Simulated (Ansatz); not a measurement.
Start from InSe in the beta-GaS type structure (space group P6_3/mmc, No. 194; a = 3.953 Å, c = 16.309 Å; layered, stacked along the Cartesian z axis). Axes: x lies along a and z along c of the hexagonal cell.

Computed with PBEsol-D3(BJ), PAW, 420 eV (Ansatz, an electronic-structure program; without spin-orbit coupling).

For the base:

The shortest interatomic distance comes out as 2.623 Å.

The change: biaxial strain −4.27 %, plane normal [001], relaxed out of plane (Cartesian); in-plane vectors clamped, the third vector and the atoms free.

**Question.** Estimate the effect on the shortest interatomic distance and ratio −ε⊥/ε∥.

**Answer.** The shortest interatomic distance shrinks by 0.033 Å (2.623 Å → 2.590 Å); the ratio −ε⊥/ε∥ is 0.60.

Whether these cells are dynamically stable was not tested.
